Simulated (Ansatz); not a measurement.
**KCl: band gap against pressure**

KCl (rock salt, Fm-3m, 32.484 Å³/atom and stress up to 0.01 GPa in the relaxed cell, cube axes along x, y and z) under hydrostatic pressure, with the cell free. PBE in Ansatz, a plane-wave DFT program (PAW, default set), 420 eV, 9×9×9 Γ-centred mesh, Fermi-Dirac smearing 0.05 eV; ions are relaxed, or left where forces stay under 0.02 eV/Å, within the symmetry of each cell. Gaps are the smallest over the k-mesh and a band path, without spin-orbit coupling; in all rows the valence edge lies at Γ and the conduction edge at Γ.

Here P stands for pressure and Eg for gap.

```
pressure (GPa)  gap (eV)
--------------  --------
-1.0               4.816
0.0                5.047
0.3                5.107
0.7                5.181
1.5                    ?
```

Using a straight line, estimate the missing Eg at P = 1.5 from the other rows, showing the fit.

Means: P 0, Eg 5.0377. About the means, the sum of products is 0.34280 and the sum of squares of P is 1.5800; the slope is their ratio. Least squares gives Eg = 5.0378 + 0.21696·P. Residuals (row less fit): -0.0048, 0.0092, 0.0041, -0.0087; standard error 0.0100 (degrees of freedom: 2). Over these rows the gap moves by 217 ± 8 meV per GPa. At the withheld row, Eg = 5.0378 + 0.21696 × 1.5 = 5.3632 eV. The calculation gives 5.312 eV, 0.0512 eV below the prediction (10.3 % of the range of Eg in the table). The row lies outside the fitted rows, so this is an extrapolation. From the scatter of the fitted rows alone, a prediction at this place has a standard error of 0.0164 eV, so the miss is 3.1 times that.

A polynomial of degree 2 through the 5 other runs of the series gives 5.257 there. Other structures, which can take over under pressure, weren't tried. Rows are the converged runs of the series near zero and its far end, less any whose ions stayed unrelaxed beside relaxed ones; series whose fitted rows scatter by over a few per cent of the range, as at a crossing or softening among them, aren't shown in this form. Most that stay on the fit to the last digits aren't either.
